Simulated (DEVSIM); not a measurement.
Device: abrupt GaAs n-p junction, at 300 K.

Layer 1 from the left is GaAs, thickness (μm) 0.520, Nd (cm⁻³) 7.2e14, τn (s) 4e-9, τp (s) 4e-9. Layer 2 from the left is GaAs, thickness (μm) 26.0, Na (cm⁻³) 7.2e15, τn (s) 4e-9, τp (s) 4e-9.

Left contact: ohmic. Right contact: ohmic. Voltage is applied to the left contact. Recombination: SRH at mid-gap, radiative, Auger. Mobility is μmin + (μ − μmin)/(1 + (N/Nref)^α).

The device is made up for the run: typed textbook-type constants, with dimensions and the other settings drawn at random. Values at 300 K.

GaAs: gap (eV) 1.424, affinity (eV) 4.07, permittivity 12.9, Nc (cm⁻³) 4.7e17, Nv (cm⁻³) 9e18, μn (cm²/Vs) 8500, μp (cm²/Vs) 400, μn,min 500, μp,min 20, Nref,n 6e16, Nref,p 1.5e17, αn 0.39, αp 0.38, B (cm³/s) 2e-10, Cn (cm⁶/s) 1e-30, Cp (cm⁶/s) 1e-30.

Model (solved in DEVSIM): 1D drift-diffusion, Boltzmann statistics, complete ionisation; no tunnelling, impact ionisation, image-force lowering or self-heating.

Problem. What does the simulation give for the largest field in the device at zero bias, the dark forward voltage at 1 A/cm², the dark forward voltage at 100 A/cm², the potential step across the device at zero bias?

Solution. largest field in the device at zero bias 19000 V/cm; dark forward voltage at 1 A/cm² 0.913 V; dark forward voltage at 100 A/cm² 1.523 V; potential step across the device at zero bias 1.072 V.
